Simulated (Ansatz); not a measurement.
System: NH₄Br (P-43m, No. 215, 6 atoms in the cell; start COD 1008127). Method: r²SCAN0 in Ansatz (plane waves, PAW).

Numerical settings: plane-wave cutoff 520 eV, 6×6×6 k mesh, Fermi–Dirac smearing 0.01 eV, scalar-relativistic PAW data made under PBE.

Cell (measured lattice):

```
BrH4N
1.0
    4.00000     0.00000     0.00000
    0.00000     4.00000     0.00000
    0.00000     0.00000     4.00000
N Br H
1 1 4
Direct
  0.00000   0.00000   0.00000
  0.50000   0.50000   0.50000
  0.14800   0.14800   0.14800
  0.14800   0.85200   0.85200
  0.85200   0.85200   0.14800
  0.85200   0.14800   0.85200
```

**Question.** Predict the band gap and smallest direct gap on the k points sampled.

**Answer.** 
* **band gap**: 6.49 eV (on the SCF k mesh) (indirect)
* **smallest direct gap on the k points sampled**: 6.58 eV

Note: the file's cell can be that of a phase stable at another temperature; cell and atoms aren't relaxed at this level (pressure 0.3 GPa).

Spin–orbit coupling is not included.

The computed numbers hold no vibrational or temperature effects.

Ansatz is a program for electronic structure.
